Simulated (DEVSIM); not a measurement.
# abrupt InP n-p junction

Device: abrupt InP n-p junction, at 300 K.

| layer (left to right) | material | thickness (μm) | Nd (cm⁻³) | Na (cm⁻³) | τn (s) | τp (s) |
|---|---|---|---|---|---|---|
| 1 | InP | 11.0 | 2.3e15 | - | 9.9e-10 | 9.9e-10 |
| 2 | InP | 49.0 | - | 1.3e17 | 9.9e-9 | 9.9e-10 |

Left contact: ohmic. Right contact: ohmic. Voltage is applied to the left contact. Recombination: SRH at mid-gap, radiative, Auger. Mobility is μmin + (μ − μmin)/(1 + (N/Nref)^α).

Constants are typed, rounded textbook-type inputs, not results; the design itself was drawn at random and stands for no fabricated device. Values at 300 K.

```
parameter          InP
-------------  -------
gap (eV)         1.344
affinity (eV)     4.38
permittivity      12.5
Nc (cm⁻³)       5.7e17
Nv (cm⁻³)       1.1e19
μn (cm²/Vs)       5200
μp (cm²/Vs)        170
μn,min             400
μp,min              10
Nref,n            3e17
Nref,p          4.9e17
αn                0.47
αp                0.62
B (cm³/s)      1.2e-10
Cn (cm⁶/s)       9e-31
Cp (cm⁶/s)       9e-31
```

Model (solved in DEVSIM): 1D drift-diffusion, Boltzmann statistics, complete ionisation; no tunnelling, impact ionisation, image-force lowering or self-heating.

```yaml
potential_step_across_the_device_at_zero_bias: 1.087 V
largest_field_in_the_device_at_zero_bias: 29000 V/cm
Dark forward voltage at 1 A/cm²: 0.888 V
Dark forward voltage at 100 A/cm²: 1.289 V
```

Dark reverse current:

```tsv
V (V)	J (A/cm²)
0.04	3.8e-9
0.10	7.6e-9
0.20	1.3e-8
0.30	1.7e-8
0.40	2.2e-8
0.60	3.0e-8
0.80	3.7e-8
1.00	4.4e-8
1.30	5.4e-8
1.60	6.2e-8
2.00	7.3e-8
```

Dark forward current:

(V (V), J (A/cm²)): (-0.05, -9.1e-9); (-0.20, -2.6e-7); (-0.30, -1.9e-6); (-0.45, -4.1e-5); (-0.60, -0.00091); (-0.70, -0.0081); (-0.85, -0.35); (-1.00, -12); (-1.15, -51); (-1.25, -85); (-1.40, -150); (-1.55, -220); (-1.65, -270); (-1.80, -350)
